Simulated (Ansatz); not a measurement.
The reference is ZnS in the zinc blende structure (space group F-43m, No. 216; a = 5.297 Å).

The values are results of LDA (Ansatz, a program for electronic structure), no spin-orbit coupling, not measurements.

One change was made to it. Results:

The valley order (the lowest conduction-band minima on the path, energy above the VBM, named in the base's zone) changes from Γ 2.13 eV; X along ⟨100⟩ 3.05 eV; L along ⟨111⟩ 3.20 eV to X along ⟨100⟩ 2.47 eV; Γ 3.14 eV; L along ⟨111⟩ 3.55 eV; the hole mass (degenerate bands, along [100]) changes from 0.18, 0.63, 0.63 mₑ (at Γ) to 0.23, 0.46, 0.46 mₑ (at Γ); the lattice parameter a decreases by 0.367 Å (5.297 Å → 4.930 Å).

What was done to the base?
(A) pressure 4.5 GPa
(B) pressure −1 GPa
(C) pressure 30 GPa
(D) pressure 2.1 GPa
(E) pressure −2 GPa

C, pressure 30 GPa. For comparison, the valley order in the other runs: pressure −2 GPa gives Γ 2.02 eV; X along ⟨100⟩ 3.11 eV; L along ⟨111⟩ 3.16 eV; pressure 2.1 GPa gives Γ 2.23 eV; X along ⟨100⟩ 3.00 eV; L along ⟨111⟩ 3.25 eV; pressure −1 GPa gives Γ 2.07 eV; X along ⟨100⟩ 3.08 eV; L along ⟨111⟩ 3.18 eV; pressure 4.5 GPa gives Γ 2.34 eV; X along ⟨100⟩ 2.94 eV; L along ⟨111⟩ 3.29 eV.

The levels and masses belong to the bands next to the band gap. Load acts through the strain it causes; cell and atoms are relaxed under it. Effective masses come from finite differences of ±0.01 Å⁻¹. Stability against distortions was not tested. Measured, ZnS leaves this structure (for rock salt) near 14.7 GPa (temperature not stated; as listed in Datta, Sujoy, Jana, Debnarayan, arXiv (2020)), on rising pressure, with hysteresis.
